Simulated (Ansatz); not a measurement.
## Response to strain in Ti

Start from Ti in the hcp (Mg type) structure (space group P6_3/mmc, No. 194; a = 2.940 Å, c = 4.654 Å; relaxed with 0.1 eV smearing). Axes: x lies along a and z along c of the hexagonal cell.

Strains are applied to the cell and any free atomic positions relax.

Level of theory: PBE (Ansatz, a first-principles code), no spin-orbit coupling.

Notes on the quantities. energy relative to the base: free energy F.

```tsv
uniaxial strain ε_zz (%)	energy relative to the base (meV/atom)
0	0.0
0.5	0.2
1	1.0
1.5	2.2
2	?
2.5	6.0
3	8.6
```

### Question
Fit ΔE = Aε² + Bε³ (ε in %) to the rows shown and predict the withheld row.

### Answer
Least squares on the printed values gives A = 0.994 and B = -0.013 meV/atom (largest residual 0.0 meV/atom); this predicts 3.9 meV/atom, and the run gives 3.9 meV/atom, in agreement.

Stability against distortions was not tested. All final runs are without spin polarisation.
